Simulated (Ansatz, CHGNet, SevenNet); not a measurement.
## GeSb₂Te₄ (model structure, started from the GeSb2Te4 type, R-3m, No. 166, 7 atoms in the cell): properties by level of theory

```csv
level (code),equilibrium lattice constant a (Å),c axis length (Å)
CHGNet 0.3.0,4.275,44.733
SevenNet-l3i5,4.311,41.963
PBE (Ansatz),4.310,42.167
PBEsol (Ansatz),4.243,40.211
```

Ansatz's density-functional and Hartree–Fock values are scalar-relativistic unless marked +SOC, with PAW data made under PBE.

Computed values are for the static lattice.

A model structure was made by putting elements into a prototype or built by hand; it is no filed structure, need not be a known phase, and can be a saddle point held by its symmetry.

Ansatz is a program for electronic structure.
